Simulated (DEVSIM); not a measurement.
Structure: Schottky contact on n-type GaP, at 300 K.

| layer (left to right) | material | thickness (μm) | Nd (cm⁻³) | τn (s) | τp (s) |
|---|---|---|---|---|---|
| 1 | GaP | 0.400 | 1.6e17 | 1.4e-6 | 1.4e-6 |

Left contact: Schottky, work function 5.22 eV, emission velocity 3.3e6 cm/s. Right contact: ohmic. Voltage is applied to the left contact. Recombination: SRH at mid-gap. Mobility is constant in doping.

The device is made up for the run: typed textbook-type constants, with dimensions and the other settings drawn at random. Values at 300 K.

```tsv
parameter	GaP
gap (eV)	2.26
affinity (eV)	3.8
permittivity	11.1
Nc (cm⁻³)	1.8e19
Nv (cm⁻³)	1.9e19
μn (cm²/Vs)	250
μp (cm²/Vs)	150
```

Simulated with DEVSIM: 1D drift-diffusion, Boltzmann statistics, complete ionisation; no tunnelling, impact ionisation, image-force lowering or self-heating. Metal contacts follow the ideal Schottky-Mott rule: no Fermi-level pinning, no interface dipoles.

Task: Tabulate band edges, carrier densities and field at 1.15 V on the left contact.

Result: Energies count from the Fermi level of the right contact; mesh points crowd at the junctions.

| x (μm) | Ec (eV) | Ev (eV) | n (cm⁻³) | p (cm⁻³) | field (V/cm) |
|---|---|---|---|---|---|
| 0.000 | 0.270 | -1.990 | 4.2e14 | 150000 | -79000 |
| 0.005378 | 0.231 | -2.029 | 2.2e15 | 32000 | -66000 |
| 0.01181 | 0.193 | -2.067 | 9.6e15 | 7500 | -50000 |
| 0.02122 | 0.156 | -2.104 | 4.0e16 | 1800 | -29000 |
| 0.03507 | 0.131 | -2.129 | 1.1e17 | 670 | -9800 |
| 0.04733 | 0.124 | -2.136 | 1.4e17 | 490 | -3100 |
| 0.06199 | 0.122 | -2.138 | 1.6e17 | 430 | -720 |
| 0.08746 | 0.121 | -2.139 | 1.6e17 | 390 | -25 |
| 0.1100 | 0.121 | -2.139 | 1.6e17 | 360 | 28 |
| 0.1369 | 0.121 | -2.139 | 1.6e17 | 330 | 34 |
| 0.1763 | 0.121 | -2.139 | 1.6e17 | 280 | 35 |
| 0.2232 | 0.121 | -2.139 | 1.6e17 | 220 | 35 |
| 0.2566 | 0.122 | -2.138 | 1.6e17 | 180 | 35 |
| 0.2847 | 0.122 | -2.138 | 1.6e17 | 150 | 35 |
| 0.3163 | 0.122 | -2.138 | 1.6e17 | 110 | 35 |
| 0.3345 | 0.122 | -2.138 | 1.6e17 | < 1e2 | 35 |
| 0.3498 | 0.122 | -2.138 | 1.6e17 | < 1e2 | 35 |
| 0.3648 | 0.122 | -2.138 | 1.6e17 | < 1e2 | 35 |
| 0.3787 | 0.122 | -2.138 | 1.6e17 | < 1e2 | 35 |
| 0.3867 | 0.122 | -2.138 | 1.6e17 | < 1e2 | 35 |
| 0.3933 | 0.122 | -2.138 | 1.6e17 | < 1e2 | 35 |
| 0.4000 | 0.122 | -2.138 | 1.6e17 | < 1e2 | 35 |
